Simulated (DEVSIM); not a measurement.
System: Al/TiO2/p-In0.53Ga0.47As capacitor, at 300 K.

Layer 1 from the left is TiO2, thickness (nm) 16.0. Layer 2 from the left is In0.53Ga0.47As, thickness (nm) 5000, Na (cm⁻³) 1.3e16.

Metal gate on the left, work function 4.1 eV. Fixed charge at the semiconductor interface 0 cm⁻² (in units of +e); no interface traps.

The device is made up for the run: typed textbook-type constants, with dimensions and the other settings drawn at random. Values at 300 K.

TiO2: gap (eV) 3.2, affinity (eV) 3.9, permittivity 60. In0.53Ga0.47As: gap (eV) 0.74, affinity (eV) 4.51, permittivity 13.9, Nc (cm⁻³) 2.1e17, Nv (cm⁻³) 7.7e18.

DEVSIM, 1D Poisson equation in equilibrium, Boltzmann statistics, complete ionisation; no quantum confinement or tunnelling. Metal contacts follow the ideal Schottky-Mott rule: no Fermi-level pinning, no interface dipoles.

What does the simulation give for the flat-band voltage?

flat-band voltage -0.98 V.
